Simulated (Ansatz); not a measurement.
The starting structures come from a database of crystals and need not be the phases stable at ambient conditions.

 Where the default PAW files enter, the runs use the earlier of Ansatz's two default sets.

## Evanescent states of Al2CdS4 (Fd-3m, spinel, not sure to be the ambient phase, 14 atoms a cell, 19.4 Å³ an atom) along the normal of (111)

Method: r2SCAN (plane waves, PAW; Ansatz, a first-principles code).

The gap is the functional's own, uncorrected, and κ follows it; spin-orbit coupling is left out. Mid-gap values are interpolated between the computed energies.

Energies count from the valence-band top; κ is the least over a 6×6 mesh across the current.

```tsv
E (eV)	κ (1/Å)	where
0.07	0.058	Γ
0.23	0.096	Γ
0.38	0.120	Γ
0.53	0.138	Γ
0.68	0.151	Γ
0.82	(withheld)	Γ
0.97	(withheld)	Γ
1.12	(withheld)	Γ
1.27	(withheld)	Γ
1.43	(withheld)	Γ
1.57	(withheld)	Γ
1.73	(withheld)	Γ
1.88	(withheld)	Γ
2.02	(withheld)	Γ
2.17	(withheld)	Γ
2.33	0.167	Γ
2.48	0.157	Γ
2.62	0.142	Γ
2.77	0.122	Γ
2.92	0.089	Γ
```

Q: What belongs in the gaps?

A: 
- 0.82, κ (1/Å): 0.162
- 0.97, κ (1/Å): 0.170
- 1.12, κ (1/Å): 0.177
- 1.27, κ (1/Å): 0.181
- 1.43, κ (1/Å): 0.184
- 1.57, κ (1/Å): 0.186
- 1.73, κ (1/Å): 0.185
- 1.88, κ (1/Å): 0.184
- 2.02, κ (1/Å): 0.180
- 2.17, κ (1/Å): 0.175
